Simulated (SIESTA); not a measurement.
Input and output of a self-consistent single point for YPt2 (Fd-3m, 6 atoms in the cell) (SIESTA).

Method: GGA PBEsol, numerical atomic orbitals TZP, PseudoDojo PBEsol standard norm-conserving potentials (rewritten from UPF to PSML) (SIESTA).

The change in words: lattice scaled by 0.98. Reference geometry:
```
YPt2
1.0
    0.00000     3.82539     3.82539
    3.82539     0.00000     3.82539
    3.82539     3.82539     0.00000
Y Pt
2 4
Direct
  0.50000   0.50000   0.50000
  0.75000   0.75000   0.75000
  0.62500   0.12500   0.12500
  0.12500   0.12500   0.62500
  0.12500   0.62500   0.12500
  0.12500   0.12500   0.12500
```

Reference input (self-consistent single point, DFT, GGA PBEsol, numerical atomic orbitals TZP, PseudoDojo PBEsol standard norm-conserving potentials (rewritten from UPF to PSML)): XC.functional = GGA; XC.authors = PBEsol; potentials = PseudoDojo PBEsol standard; PAO.BasisSize = TZP; PAO.EnergyShift = 0.01 Ry; MeshCutoff = 300 Ry; kgrid.MonkhorstPack = 6 6 6; OccupationFunction = MP; OccupationMPOrder = 0; ElectronicTemperature = 1160.45 K; MaxSCFIterations = 150; SCF.Mixer.Method = Broyden. This run's input differs from it in these lines:

```diff
@@ -12,5 +12,5 @@
 %block LatticeVectors
-     0.000000000    3.825395000    3.825395000
-     3.825395000    0.000000000    3.825395000
-     3.825395000    3.825395000    0.000000000
+     0.000000000    3.748887000    3.748887000
+     3.748887000    0.000000000    3.748887000
+     3.748887000    3.748887000    0.000000000
 %endblock LatticeVectors
@@ -18,8 +18,8 @@
 %block AtomicCoordinatesAndAtomicSpecies
-     3.825395000    3.825395000    3.825395000  1
-     5.738092500    5.738092500    5.738092500  1
-     0.956348750    2.869046250    2.869046250  2
-     2.869046250    2.869046250    0.956348750  2
-     2.869046250    0.956348750    2.869046250  2
-     0.956348750    0.956348750    0.956348750  2
+     3.748887000    3.748887000    3.748887000  1
+     5.623330500    5.623330500    5.623330500  1
+     0.937221750    2.811665250    2.811665250  2
+     2.811665250    2.811665250    0.937221750  2
+     2.811665250    0.937221750    2.811665250  2
+     0.937221750    0.937221750    0.937221750  2
 %endblock AtomicCoordinatesAndAtomicSpecies
```

Output, abridged:

```
        iscf     Eharris(eV)        E_KS(eV)     FreeEng(eV)     dDmax    Ef(eV) dHmax(eV)
   scf:    1   -16068.081794   -16322.841099   -16322.880549  1.525996 -1.521806 28.622345
   scf:    2   -16469.313191   -16421.560952   -16421.602942  0.396005 -2.421318  9.835729
   scf:    3   -16433.749034   -16429.613740   -16429.622733  0.141720 -2.835866  3.675788
   scf:    4   -16428.754475   -16430.325411   -16430.331205  0.164195 -3.287448  3.138055
   scf:    5   -16431.651030   -16431.068126   -16431.074451  0.056998 -3.308657  1.628565
   [... 3 lines left out ...]
   scf:    9   -16431.392904   -16431.393293   -16431.401870  0.001802 -3.308531  0.016427
   scf:   10   -16431.393389   -16431.393378   -16431.401878  0.000559 -3.309839  0.010907
   scf:   11   -16431.393314   -16431.393354   -16431.401901  0.000485 -3.310456  0.000455
   scf:   12   -16431.393350   -16431.393352   -16431.401901  0.000036 -3.310563  0.000175
SCF Convergence by DM+H criterion
max |DM_out - DM_in|         :     0.0000359261
max |H_out - H_in|      (eV) :     0.0001748974
SCF cycle converged after 12 iterations

Using DM_out to compute the final energy and forces

siesta: E_KS(eV) =           -16431.3934

siesta: E_KS - E_eggbox =    -16431.3934

siesta: Atomic forces (eV/Ang):
     1   -0.000069   -0.000069   -0.000069
     2    0.000069    0.000069    0.000069
     3    0.000000   -0.000000   -0.000000
     4   -0.000000   -0.000000    0.000000
     5   -0.000000    0.000000   -0.000000
     6    0.000000    0.000000    0.000000
   Tot   -0.000000    0.000000    0.000000
   Max    0.000069
   Res    0.000040    sqrt( Sum f_i^2 / 3N )
   Max    0.000069    constrained

   [... lines left out ...]
siesta: FreeEng =    -16431.401901
   [... lines left out ...]
siesta:    -0.038577   -0.000049   -0.000049
siesta:    -0.000049   -0.038577   -0.000049
siesta:    -0.000049   -0.000049   -0.038577

siesta: Cell volume =        105.374868 Ang**3

siesta: Pressure (static):
siesta:                Solid            Molecule  Units
siesta:           0.00042016          0.00042015  Ry/Bohr**3
siesta:           0.03857743          0.03857621  eV/Ang**3
siesta:          61.80786337         61.80590391  kBar
```

The run converged in 12 iterations. Against the reference run the free energy falls by 2.1 meV/atom and the pressure goes from -6.08 to 6.18 GPa.

The starting cell comes from a database of computed structures (which also holds hypothetical and non-ambient phases and stackings), without a prior relaxation at this level. For this run, on top of that: lattice scaled by 0.98. Spin polarisation is off. Values carry the incompleteness of an atom-centred basis. With a pressure of about 6 GPa the cell is away from its equilibrium volume at this level.

Cost on one core of a shared machine: roughly 80 s.
